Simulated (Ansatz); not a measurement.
# What pressure 0.7 GPa does to WC

The parent structure is WC (space group P-6m2, No. 187; a = 2.912 Å, c = 2.836 Å).

Perturbation: a hydrostatic pressure of 0.7 GPa.

Level of theory: r2SCAN/PAW in Ansatz (a quantum-chemistry and plane-wave program), no spin-orbit coupling. Γ-centred 18×18×16 mesh, Fermi–Dirac width 0.05 eV.

The volume per atom stays essentially unchanged (10.42 Å³ against 10.40 Å³) and the density increases by 0.03 g/cm³ (15.61 g/cm³ → 15.64 g/cm³). The lattice parameter a hardly moves (2.912 Å against 2.910 Å) and the c/a ratio is still 0.974. The shortest interatomic distance hardly moves (2.200 Å against 2.198 Å) and the band gap stays zero.

Final structure:

```
WC
1.0
    2.91032     0.00000     0.00000
   -1.45516     2.52041     0.00000
    0.00000     0.00000     2.83486
W C
1 1
Direct
  0.00000   0.00000   0.00000
  0.66667   0.33333   0.50000
```

Load acts through the strain it causes; cell and atoms are relaxed under it. Whether these cells are dynamically stable was not tested. The final runs are not spin-polarised.
